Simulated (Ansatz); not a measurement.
**HgSe (model structure, started from the NiAs type, P6₃/mmc, No. 194, 4 atoms in the cell): properties by level of theory**

```csv
level (code),equilibrium lattice constant a (Å),c axis length (Å)
PBE (Ansatz),4.064,6.955
PBEsol (Ansatz),3.968,6.832
PBE-D3(BJ) (Ansatz),3.985,6.903
```

Ansatz's density-functional and Hartree–Fock values are scalar-relativistic unless marked +SOC, with PAW data made under PBE.

Computed values are for the static lattice.

A model structure was made by putting elements into a prototype or built by hand; it is no filed structure, need not be a known phase, and can be a saddle point held by its symmetry.

Ansatz is a program for electronic structure.
